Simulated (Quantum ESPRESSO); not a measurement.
Quantum ESPRESSO run on SiO₂ (P3_121, 9 atoms in the cell): self-consistent single point.

Method of the run: PBE, GBRV 1.5 ultrasoft (PBE) pseudopotentials (plane waves; Quantum ESPRESSO).

The change in words: lattice scaled by 0.985. Reference geometry:
```
CELL_PARAMETERS angstrom
      4.96166     0.00000     0.00000
     -2.48083     4.29693     0.00000
      0.00000     0.00000     5.48290
ATOMIC_POSITIONS crystal
  Si 0.53109 0.53109 0.00000
  Si 0.46891 0.00000 0.33333
  Si 0.00000 0.46891 0.66667
  O  0.26922 0.41339 0.78489
  O  0.58661 0.85583 0.11822
  O  0.14417 0.73078 0.45156
  O  0.41339 0.26922 0.21511
  O  0.85583 0.58661 0.88178
  O  0.73078 0.14417 0.54844
```

Reference input (self-consistent single point, DFT, PBE, plane waves, GBRV 1.5 ultrasoft (PBE) pseudopotentials): ecutwfc = 40 Ry; ecutrho = 200 Ry; occupations = fixed; potentials = {Si: si_pbe_v1.uspp.F.UPF, O: o_pbe_v1.2.uspp.F.UPF}; K_POINTS = automatic 5 5 4 0 0 0; nbnd = 32; conv_thr = 1e-10 Ry. This run's input differs from it in these lines:

```diff
@@ -24,5 +24,5 @@
 CELL_PARAMETERS angstrom
-   4.9616623828     0.0000000000     0.0000000000
-  -2.4808311914     4.2969256685     0.0000000000
-   0.0000000000     0.0000000000     5.4828970000
+   4.8872373485     0.0000000000     0.0000000000
+  -2.4436186743     4.2324716982     0.0000000000
+   0.0000000000     0.0000000000     5.4006540000
 ATOMIC_POSITIONS crystal
```

The program printed (abridged):

```
     Self-consistent Calculation

     iteration #  1     ecut=    40.00 Ry     beta= 0.70

     total energy              =    -222.56921576 Ry
     estimated scf accuracy    <       2.37104933 Ry

     iteration #  2     ecut=    40.00 Ry     beta= 0.70

     total energy              =    -223.30655351 Ry
     estimated scf accuracy    <       1.41373001 Ry

     iteration #  3     ecut=    40.00 Ry     beta= 0.70

     total energy              =    -223.53986789 Ry
     estimated scf accuracy    <       0.01255760 Ry

   [... 7 blocks of this kind left out ...]

     iteration # 11     ecut=    40.00 Ry     beta= 0.70

     total energy              =    -223.54615551 Ry
     estimated scf accuracy    <          6.2E-10 Ry

     iteration # 12     ecut=    40.00 Ry     beta= 0.70
     End of self-consistent calculation

     highest occupied, lowest unoccupied level (ev):     2.6198    8.7358

!    total energy              =    -223.54615552 Ry
     estimated scf accuracy    <          2.1E-13 Ry

     convergence has been achieved in  12 iterations

     Forces acting on atoms (cartesian axes, Ry/au):

     atom    1 type  1   force =    -0.00025352   -0.00043910   -0.00000000
     atom    2 type  1   force =     0.00050703    0.00000000    0.00000000
     atom    3 type  1   force =    -0.00025352    0.00043910    0.00000000
     atom    4 type  2   force =     0.00830896   -0.01480088   -0.00953954
     atom    5 type  2   force =     0.00866346    0.01459621   -0.00953954
     atom    6 type  2   force =    -0.01697241    0.00020467   -0.00953954
   [... lines left out ...]

     Total force =     0.047701     Total SCF correction =     0.000001

          total   stress  (Ry/bohr**3)                   (kbar)     P=       94.06
   0.00064235   0.00000000   0.00000000           94.49        0.00        0.00
   0.00000000   0.00064235   0.00000000            0.00       94.49        0.00
   0.00000000   0.00000000   0.00063361            0.00        0.00       93.21

   JOB DONE.
```

The run converged in 12 iterations. Against the reference run the free energy goes up by 16.9 meV/atom, the pressure goes from 0.28 to 9.41 GPa, the largest force goes from 0.048 to 0.501 eV/Å and the gap on the mesh goes from 5.773 to 6.116 eV. The full log also holds: “c_bands:  1 eigenvalues not converged”.

The starting cell comes from a database of computed structures (which also holds hypothetical and non-ambient phases and stackings), without a prior relaxation at this level. Its lattice was rescaled by a random factor within 2.5 % of one. For this run, on top of that: lattice scaled by 0.985.
